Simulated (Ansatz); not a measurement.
Defect migration in fcc Pt: interstitial C, neutral cell. The step: one C atom jumps by itself; the atom moves 1.72 Å along (-0.25, -0.25, -0.25) of the unit cell; the moving atom starts with neighbours 4 Pt at 1.92 Å and ends with 6 Pt at 2.06 Å. DFT values are from Ansatz (plane-wave PAW, 420 eV unless said) in a cell of 32 host sites, spin-restricted, static, with no finite-size correction. Sites that were not tried may lie lower. For the PBE band: the program found a first-order saddle point.

| Level | Forward barrier (eV) | Cost of the band or of the saddle's single point |
|---|---|---|
| CHGNet universal potential (has no charge state), its own band | 0.55 | - |
| PBE, a 2×2×2 k-point mesh shifted by half a step, band relaxed | 1.10 | roughly 70 core-minutes |
| PBE, a 4×4×4 k-point mesh shifted by half a step, same geometries | 1.08 | about 12 core-minutes (a rough figure) |
| r2SCAN at 500 eV, a 2×2×2 k-point mesh shifted by half a step, same geometries | 1.19 | roughly 5 core-minutes |

Ansatz is an electronic-structure program.
